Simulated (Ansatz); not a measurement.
Reference: ZrZn (Pm-3m), PBEsol, DFPT electron-phonon coupling, linearised Boltzmann equation (plane waves, PAW, scalar-relativistic; Ansatz, a program for electronic structure); geometry: relaxed with this functional, without spin-orbit coupling.

```yaml
crystal:
  lattice:
    - [3.29231, 0.00000, 0.00000]
    - [0.00000, 3.29231, 0.00000]
    - [0.00000, 0.00000, 3.29231]
  atoms:
    - { symbol: Zr, position: [0.50000, 0.50000, 0.50000] }
    - { symbol: Zn, position: [0.00000, 0.00000, 0.00000] }
```

| Quantity | Value |
|---|---|
| resistivity at 300 K | 28 μΩ·cm |

Q: Swap Zr for Ti, keeping the structure type. How do these values move?

A: TiZn (Pm-3m): volume per atom 17.8 to 14.9 Å³; resistivity at 300 K stays about the same (28 μΩ·cm to 25 μΩ·cm).

Q: Replace Zr by Rh on the same sites and relax. What happens?

A: RhZn (Pm-3m): volume per atom 17.8 to 13.1 Å³; resistivity at 300 K falls (28 μΩ·cm to 5.2 μΩ·cm).

Q: Replace Zr by Ag on the same sites and relax. What happens?

A: AgZn (Pm-3m): volume per atom 17.8 to 15.1 Å³; resistivity at 300 K falls (28 μΩ·cm to 5.4 μΩ·cm).

Moves up to 14 % count as about the same. Metals; harmonic phonons alone scatter; means over directions. Halving the electron mesh moves these values by up to 10 %; q meshes are mostly untested. Some of the runs warned that the eigensolver left states short of its tolerance. Spin-orbit coupling is left out.

Formula and space group known from diffraction (Crystallography Open Database), not checked to be the room-temperature form: AgZn (Pm-3m), ZrZn (Pm-3m). Computed structure with no diffraction record at hand here (it may be known, metastable or hypothetical): RhZn (Pm-3m), TiZn (Pm-3m).
